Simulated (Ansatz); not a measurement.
# Converging the plane-wave cutoff: SbAs (R3m, 2 atoms in the cell)

```xyz
2
Lattice="2.0266 1.1701 3.7054 -2.0266 1.1701 3.7054 0.0000 -2.3401 3.7054" Properties=species:S:1:pos:R:3 pbc="T T T"
Sb     0.0000     0.0000     2.5968
As     0.0000     0.0000     8.5695
```

Method of the run: LDA (PW92), default PAW files made with PBE (plane waves; Ansatz, a first-principles code).

Base settings: basis.ecutwfc = 420 eV; kpoints.mp_grid.grid = 10 10 10; hamiltonian.xc = lda; hamiltonian.pseudopotentials = {kind: paw} (the program's default PAW files); scf.occupations.method = fermi_dirac; scf.occupations.width = 0.1 eV.

The second cell is the first with its lattice scaled by 0.98.

The mesh stays at the base's, so the ladder's end is converged at best in this setting alone.

The first pressure column holds Ansatz's estimate of the finite-basis (Pulay) stress, which hides part of the cutoff error; the other is without it.

Only quantities that move along the ladder and can be compared are tabulated.

The count of work is k-points × plane waves × bands × iterations; it is no time. 

The starting cell comes from a database of computed structures (which also holds hypothetical and non-ambient phases and stackings), without a prior relaxation at this level. Its lattice was rescaled by up to half a per cent. One atom was moved a little off its site on purpose. In the base run, with a pressure of about -3 GPa the cell is away from its equilibrium volume at this level. The run gives no clean gap (levels at the Fermi energy touch, overlap or are partly filled at this smearing), which alone does not show that the compound is a metal.

```tsv
basis.ecutwfc	free energy less the last step's (meV/atom)	energy of the compressed cell less the first (meV/atom)	pressure (GPa)	pressure without the Pulay estimate (GPa)	largest difference of a force vector from the last step's (eV/Å)	count of work / last
145 eV	60939.93	-148.68	-7.81	-1313.79	0.652	0.065
170 eV	23841.76	12.84	-10.14	-639.47	0.389	0.083
190 eV	10856.45	45.05	-0.89	-335.57	0.110	0.092
210 eV	4855.16	-17.44	-5.03	-173.21	0.184	0.11
230 eV	2118.99	-26.39	-4.05	-88.28	0.236	0.12
250 eV	870.18	-9.89	-3.44	-43.40	0.013	0.12
295 eV	99.56	-14.37	-3.30	-9.49	0.029	0.16
335 eV	11.34	-14.72	-3.36	-4.17	0.005	0.19
380 eV	2.48	-15.18	-3.40	-3.46	0.001	0.23
420 eV	1.53	-15.22	-3.41	-3.44	0.000	0.26
460 eV	0.83	-15.25	-3.41	-3.43	0.000	0.31
505 eV	0.45	-15.27	-3.41	-3.42	0.000	0.35
565 eV	0.27	-15.28	-3.41	-3.42	0.000	0.42
630 eV	0.12	-15.29	-3.41	-3.42	0.000	0.49
735 eV	0.04	-15.29	-3.41	-3.41	0.000	0.62
840 eV	0.02	-15.29	-3.41	-3.41	0.000	0.77
1010 eV	0.00	-15.29	-3.41	-3.41	0.000	1.0
```

Coarsest basis.ecutwfc that holds the pressure within 0.2 GPa of the last step, with all finer ones: 250 eV, at 0.12 of the last step's count of work; the step before is off by 0.63 GPa.

Coarsest basis.ecutwfc that holds the pressure without the Pulay estimate within 0.5 GPa of the last step, with all finer ones: 380 eV, at 0.23 of the last step's count of work; the step before is off by 0.76 GPa.

Coarsest basis.ecutwfc that holds the energy of the compressed cell less the first within 2 meV/atom of the last step, with all finer ones: 295 eV, at 0.16 of the last step's count of work; the step before is off by 5.4 meV/atom.

The energy difference between the two cells stays within 1 meV/atom of the last step's from 295 eV on, the total only from 460 eV on: much of the error is common to both cells and cancels.

At the lowest cutoff the pressure without the Pulay estimate lies 1310 GPa under the last step's, the usual sign of Pulay stress in an incomplete plane-wave basis.

Keys are those of Ansatz 0.2.
